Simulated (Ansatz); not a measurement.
Sr: stress against strain

Sr (fcc, Fm-3m, 51.935 Å³/atom at rest) under an equal strain ε in the (001) plane with the normal axis free, as in a coherent film. PBEsol in Ansatz, a plane-wave DFT program (PAW, default set), 420 eV, 14×14×14 Γ-centred mesh, Fermi-Dirac smearing 0.05 eV; ions are relaxed within the symmetry of each cell. Stress is positive for a compressed cell.

Here s stands for strain and y for stress xx.

| strain (%) | stress xx (GPa) |
|---|---|
| -3.00 | ? |
| -1.50 | 0.21 |
| -1.00 | 0.13 |
| -0.50 | 0.06 |
| 0.00 | 0.00 |
| 0.50 | -0.06 |
| 1.00 | -0.10 |
| 1.50 | -0.14 |

Using a straight line, estimate the missing y at s = -3.00 from the other rows, showing the fit.

Means: s 0, y 0.014. About the means, the sum of products is -0.81500 and the sum of squares of s is 7.0000; the slope is their ratio. Least squares gives y = 0.014 - 0.1164·s. Residuals (row less fit): 0.021, 0.000, -0.012, -0.014, -0.016, 0.002, 0.021; standard error 0.017 (degrees of freedom: 5). The slope gives the biaxial elastic modulus of this plane = 11.6 ± 0.7 GPa. At the withheld row, y = 0.014 - 0.1164 × (-3.0) = 0.363 GPa. The calculation gives 0.48 GPa, 0.117 GPa above the prediction (18.9 % of the range of y in the table). The row lies outside the fitted rows, so this is an extrapolation. From the scatter of the fitted rows alone, a prediction at this place has a standard error of 0.027 GPa, so the miss is 4.3 times that.

One order more, fitted to all 13 runs of the series, follows each within 0.01, so the miss is the next term of a smooth law. In a metal these values are sensitive to mesh and smearing; energies are taken to zero smearing, stresses follow the free energy. Rows are the converged runs of the series near zero and its far end; series whose fitted rows scatter by over a few per cent of the range, as at a crossing or softening among them, aren't shown in this form. Most that stay on the fit to the last digits aren't either.
